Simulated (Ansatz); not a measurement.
Band structure of Ba₃Sr (Fm-3m, 4 atoms in the cell).

```yaml
crystal:
  lattice:
    - [0.00000, 5.06997, 5.06997]
    - [5.06997, 0.00000, 5.06997]
    - [5.06997, 5.06997, 0.00000]
  atoms:
    - { symbol: Ba, position: [0.25000, 0.25000, 0.25000] }
    - { symbol: Ba, position: [0.75000, 0.75000, 0.75000] }
    - { symbol: Ba, position: [0.50000, 0.50000, 0.50000] }
    - { symbol: Sr, position: [0.00000, 0.00000, 0.00000] }
```

Computed with PBEsol, PAW files made with PBE (plane waves; Ansatz, a program for electronic structure).

Settings: kpoints.mp_grid.grid = 7 7 7; hamiltonian.xc = pbesol; hamiltonian.pseudopotentials = {kind: paw} (the program's default PAW files); scf.occupations.method = fermi_dirac; scf.occupations.width = 0.0073 Ry; kpoints.band_path.npoints = 8.

The starting cell comes from a database of computed structures (which also holds hypothetical and non-ambient phases and stackings), without a prior relaxation at this level. Its lattice was rescaled by a random factor within 2.5 % of one.

Levels in eV from the Fermi level, bands 17 to 24:
```csv
point,17,18,19,20,21,22,23,24
Γ,-2.93,-0.36,-0.36,0.22,0.22,0.22,0.63,0.63
X,-1.34,-1.15,-0.81,-0.76,0.77,0.78,0.78,0.79
W,-1.27,-0.92,-0.92,-0.78,0.44,0.66,0.66,0.87
K,-1.34,-0.99,-0.97,-0.57,0.43,0.64,0.78,0.84
L,-1.62,-1.48,0.05,0.05,0.43,0.43,0.45,0.53
U,-1.34,-0.99,-0.97,-0.57,0.43,0.64,0.78,0.84
```

Bands cross the Fermi level along this path, so the cell is metallic at this level.

Keys are those of Ansatz 0.2.
